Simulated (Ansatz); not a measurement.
Ansatz (an electronic-structure program) run on Mg6ZnB (Amm2, 8 atoms in the cell): zone-centre phonon calculation.

Level of theory: LDA (PW92), PAW files made with PBE (plane waves; Ansatz).

```xyz
8
Lattice="3.8856 0.0000 0.0000 0.0000 4.0472 4.8849 0.0000 -4.0472 4.8849" Properties=species:S:1:pos:R:3 pbc="T T T"
Mg     1.9428     2.6036     6.1732
Mg     1.9428    -2.6036     6.1732
Mg     1.9428     0.0000     8.5243
Mg     0.0000     1.8741     3.7635
Mg     0.0000    -1.8741     3.7635
Mg     0.0000     0.0000     6.2562
Zn     1.9428     0.0000     4.1975
B      0.0000     0.0000     0.2283
```

Reference input (self-consistent single point, DFT, PBEsol, plane waves, PAW files made with PBE): kpoints.mp_grid.grid = 5 3 3; hamiltonian.xc = pbesol; hamiltonian.pseudopotentials = {kind: paw} (the program's default PAW files); scf.occupations.method = fermi_dirac; scf.occupations.width = 0.1 eV. This run's input differs from it in these lines:

Ansatz 0.2 input:
```diff
@@ -19,3 +19,3 @@
 hamiltonian:
-  xc: pbesol
+  xc: lda
   pseudopotentials:
@@ -27,6 +27,4 @@
     width: 0.1
-output:
-  forces: true
-  eigenvalues: true
-  stress: true
+phonons:
+  method: dfpt
```

The program printed (abridged):

```
SCF iter   1: F=—  HF=-14806.019882 eV  |F-HF|=—  |Δ(HF+E_count)|=         —  Δρ=6.08e-2  dr2=1.09e1  ethr=3.10e-3  ⟨swp⟩=9.3  Hψ=3098  notcnv=0
all-band conjugate gradients solve this SCF's bands
preconditioner: auto → Kerker (q_TF=auto, 2.421 Å⁻¹)
SCF iter   2: F=—  HF=-14804.465587 eV  |F-HF|=—  |Δ(HF+E_count)|=    1.55e0  Δρ=2.38e-2  dr2=1.47e0  ethr=3.10e-3  ⟨swp⟩=3.2  Hψ=1223  notcnv=0  defer=7
   [... lines left out ...]
SCF iter  11: F=—  HF=-14804.030379 eV  |F-HF|=—  |Δ(HF+E_count)|=   3.36e-8  Δρ=3.52e-6  dr2=3.22e-8  ethr=2.33e-10  ⟨swp⟩=2.0  Hψ=1245  notcnv=0  defer=8
SCF iter  12: F=—  HF=-14804.030379 eV  |F-HF|=—  |Δ(HF+E_count)|=   5.81e-9  Δρ=8.52e-7  dr2=1.57e-9  ethr=4.29e-11  ⟨swp⟩=2.0  Hψ=876  notcnv=0  defer=8
SCF iter  13: F=—  HF=-14804.030379 eV  |F-HF|=—  |Δ(HF+E_count)|=  5.46e-10  Δρ=2.58e-7  dr2=1.63e-10  ethr=2.09e-12  ⟨swp⟩=2.0  Hψ=891  notcnv=0  defer=8
SCF iter  14: F=-14804.030379 eV  HF=-14804.030379 eV  |F-HF|=0.00e0  |Δ(HF+E_count)|=  4.73e-11  Δρ=5.90e-8  dr2=8.70e-12  ethr=1.00e-12  ⟨swp⟩=9.2  Hψ=3356  notcnv=0
SCF 1 converged in 14 iterations: F = -14804.030379 eV  dr2 = 8.70e-12
DFPT response loops at Γ: preconditioner auto → Kerker (q_TF=auto, 2.421 Å⁻¹) (partly filled bands, converged f_vac=0.000) …
Free energy (F): -14804.030379 eV
Internal energy: -14803.903061 eV  (E = F + TS)
E sigma→0 (E₀):  -14803.966720 eV
Entropy (-TS):   -0.127318 eV (-15.915 meV/atom)
Fermi energy:    6.237105 eV
--- Phonons (Γ-DFPT): 18 representative perturbations + reference, on 15 of 45 k-points (Σ response iterations 62) ---
  k mesh reduced under 2 symmetry operations, with k and −k counted as one. Each operation leaves every solved displacement unchanged or reverses it
  ASR residual: 1.102e-4 → 0.000e0 eV/Å²; symmetrization residual: 1.452e-5 eV/Å²
  ASR residual per site (eV/Å²): 1.65e-5 1.65e-5 4.46e-5 1.68e-5 1.68e-5 1.43e-5 5.41e-5 1.10e-4
  Γ frequencies (cm⁻¹): 0.00 0.00 0.00 58.56 84.51 128.70 132.34 138.48 144.81 168.81 168.93 184.02 186.14 191.61 199.15 210.52 210.61 231.77 258.07 263.16 268.89 278.46 287.11 377.11
  non-analytic LO–TO correction: not included (Born effective charges unavailable; polar crystals: no LO–TO splitting at Γ)
```

The run converged in 14 iterations. 

Summary of the result:
| Property | Result |
|---|---|
| Free energy E − TS (on the zero of these files) | -14804.0304 eV |
| Fermi level (on the code's own zero) | 6.24 eV |
| Zone-centre frequencies (cm⁻¹; negative means imaginary) | 0, 0, 0, 59, 85, 129, 132, 138, 145, 169, 169, 184, 186, 192, 199, 211, 211, 232, 258, 263, 269, 278, 287, 377 |

The starting cell comes from a database of computed structures (which also holds hypothetical and non-ambient phases and stackings), without a prior relaxation at this level.

Cost on one core of a shared machine: roughly 3 min.
